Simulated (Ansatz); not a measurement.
PBE against r2SCAN: CdSe, isotropic strain −3.15 %

The parent structure is CdSe in the zinc blende structure (space group F-43m, No. 216; a = 6.196 Å).

(Cell as relaxed with PBE.)

Levels (all Ansatz, a first-principles code, PAW, earlier PAW set): PBE (420 eV, spin-orbit coupling left out); r2SCAN (500 eV, spin-orbit coupling left out).

Each level relaxes its own structure.

| base | PBE | r2SCAN |
|---|---|---|
| volume per atom | 29.74 Å³ | 28.84 Å³ |
| lattice parameter a | 6.196 Å | 6.133 Å |
| band gap | 0.49 eV | 1.03 eV |

Now apply this change: every lattice vector is shortened by 3.15 %; the atoms relax in the strained cell.

```json
[
 {"quantity": "hole mass (degenerate bands, along [100])", "PBE": "0.068, 0.63, 0.63 mₑ (at Γ)", "r2SCAN": "(withheld)"},
 {"quantity": "energy relative to the base (free energy F)", "PBE": "+42 meV/atom", "r2SCAN": "(withheld)"},
 {"quantity": "shift of the gap caused by the change", "PBE": "+0.20 eV", "r2SCAN": "(withheld)"}
]
```

Predict the r2SCAN column.


- hole mass (degenerate bands, along [100]), r2SCAN: 0.11, 0.61, 0.61 mₑ (at Γ)
- energy relative to the base (free energy F), r2SCAN: +47 meV/atom
- shift of the gap caused by the change, r2SCAN: +0.21 eV

PBE's energy relative to the base lies 4.9 meV/atom below r2SCAN's. Neither level is exact; r2SCAN is the comparison here, not a measurement.

Masses are band curvatures over ±0.01 Å⁻¹ around the edge. Whether these cells are dynamically stable was not tested.
